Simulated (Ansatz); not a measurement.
The reference is TiAl3 (space group I4/mmm, No. 139; a = 3.848 Å, c = 8.613 Å; relaxed with 0.1 eV smearing).

(Cell as relaxed with PBE.)

Levels (all Ansatz, a first-principles code, PAW): PBE (420 eV, spin-orbit coupling left out); r2SCAN (500 eV, without spin-orbit coupling).

Each level relaxes its own structure.

```tsv
base	PBE	r2SCAN
volume per atom	15.94 Å³	15.65 Å³
lattice parameter a	3.848 Å	3.826 Å
band gap	zero	zero
```

It is then changed as follows: an isotropic linear strain of +1.10 %, atoms relaxed at fixed cell.

| quantity | PBE | r2SCAN |
|---|---|---|
| pressure (mean of the normal stresses, compression positive) | -3.2 GPa | ___ |
| energy relative to the base (free energy F) | +5.5 meV/atom | ___ |

**Question.** Predict the r2SCAN column.

**Answer.** 
- pressure (mean of the normal stresses, compression positive), r2SCAN: -3.5 GPa
- energy relative to the base (free energy F), r2SCAN: +5.9 meV/atom

PBE's pressure lies 0.3 GPa above r2SCAN's; PBE's energy relative to the base lies 0.4 meV/atom below r2SCAN's. Neither level is exact; r2SCAN is the comparison here, not a measurement.

No phonon test of stability was made. The final runs are not spin-polarised.
